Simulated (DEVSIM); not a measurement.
Device: abrupt Ge p-n junction, at 300 K.

| layer (left to right) | material | thickness (μm) | Nd (cm⁻³) | Na (cm⁻³) | τn (s) | τp (s) |
|---|---|---|---|---|---|---|
| 1 | Ge | 6.00 | - | 1e16 | 0.00082 | 0.00082 |
| 2 | Ge | 11.0 | 3.4e16 | - | 0.00082 | 0.025 |

Left contact: ohmic. Right contact: ohmic. Voltage is applied to the left contact. Recombination: SRH at mid-gap, radiative. Mobility is μmin + (μ − μmin)/(1 + (N/Nref)^α).

Constants are typed, rounded textbook-type inputs, not results; the design itself was drawn at random and stands for no fabricated device. Values at 300 K.

| parameter | Ge |
|---|---|
| gap (eV) | 0.664 |
| affinity (eV) | 4 |
| permittivity | 16 |
| Nc (cm⁻³) | 1.04e19 |
| Nv (cm⁻³) | 6e18 |
| μn (cm²/Vs) | 3900 |
| μp (cm²/Vs) | 1900 |
| μn,min | 150 |
| μp,min | 100 |
| Nref,n | 2.6e17 |
| Nref,p | 4e17 |
| αn | 0.56 |
| αp | 0.6 |
| B (cm³/s) | 6.4e-14 |

Simulated with DEVSIM: 1D drift-diffusion, Boltzmann statistics, complete ionisation; no tunnelling, impact ionisation, image-force lowering or self-heating.

### Question
Tabulate band edges, carrier densities and field at zero bias.

### Answer
Energies count from the Fermi level of the right contact; mesh points crowd at the junctions.

| x (μm) | Ec (eV) | Ev (eV) | n (cm⁻³) | p (cm⁻³) | field (V/cm) |
|---|---|---|---|---|---|
| 0.000 | 0.499 | -0.165 | 4.4e10 | 1.0e16 | ≈ 0 |
| 0.03478 | 0.499 | -0.165 | 4.4e10 | 1.0e16 | ≈ 0 |
| 0.1195 | 0.499 | -0.165 | 4.4e10 | 1.0e16 | ≈ 0 |
| 0.3261 | 0.499 | -0.165 | 4.4e10 | 1.0e16 | ≈ 0 |
| 1.156 | 0.499 | -0.165 | 4.4e10 | 1.0e16 | ≈ 0 |
| 2.852 | 0.499 | -0.165 | 4.4e10 | 1.0e16 | ≈ 0 |
| 4.679 | 0.499 | -0.165 | 4.4e10 | 1.0e16 | ≈ 0 |
| 5.608 | 0.498 | -0.166 | 4.4e10 | 9.9e15 | -69 |
| 5.854 | 0.457 | -0.207 | 2.2e11 | 2.0e15 | -6900 |
| 5.957 | 0.330 | -0.334 | 3.0e13 | 1.4e13 | -18000 |
| 5.997 | 0.249 | -0.415 | 6.8e14 | 6.5e11 | -23000 |
| 6.043 | 0.175 | -0.489 | 1.2e16 | 3.7e10 | -9000 |
| 6.139 | 0.149 | -0.515 | 3.3e16 | 1.3e10 | -310 |
| 6.374 | 0.148 | -0.516 | 3.4e16 | 1.3e10 | ≈ 0 |
| 7.323 | 0.148 | -0.516 | 3.4e16 | 1.3e10 | ≈ 0 |
| 9.271 | 0.148 | -0.516 | 3.4e16 | 1.3e10 | ≈ 0 |
| 13.19 | 0.148 | -0.516 | 3.4e16 | 1.3e10 | ≈ 0 |
| 15.46 | 0.148 | -0.516 | 3.4e16 | 1.3e10 | ≈ 0 |
| 16.54 | 0.148 | -0.516 | 3.4e16 | 1.3e10 | ≈ 0 |
| 16.83 | 0.148 | -0.516 | 3.4e16 | 1.3e10 | ≈ 0 |
| 16.95 | 0.148 | -0.516 | 3.4e16 | 1.3e10 | ≈ 0 |
| 17.00 | 0.148 | -0.516 | 3.4e16 | 1.3e10 | ≈ 0 |
